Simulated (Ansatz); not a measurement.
The starting structures come from a database of crystals and need not be the phases stable at ambient conditions.

 Where the default PAW files enter, the runs use the earlier of Ansatz's two default sets.

Inside the gap of an insulator the Bloch states are evanescent, with a wavenumber k + iκ along the transport direction.

Input:

```xyz
6
Lattice="3.4453 0.0000 0.0000 0.0000 5.5045 0.0000 0.0000 0.0000 4.5141" Properties=species:S:1:pos:R:3 pbc="T T T"
Fe     1.7226     2.7522     2.2571
Fe     0.0000     0.0000     0.0000
S      1.7226     4.8339     1.3524
S      1.7226     0.6706     3.1617
S      0.0000     3.4228     3.6095
S      0.0000     2.0817     0.9047
```

Space group of this cell: Pnnm. The cell is strained (all lengths scaled by 1.02); by PBEsol its mean pressure is -13.4 GPa.

Transport runs along the normal of the first two printed cell vectors.

The gap is the functional's own. No spin-orbit coupling. Mid-gap values are interpolated on the energy grid.

State the band gap and the smallest decay constant κ at mid-gap according to PBEsol run with Ansatz (an electronic-structure program).

Gap 0.68 eV on a 10×6×8 mesh; κ = 0.146 1/Å, at the zone centre.
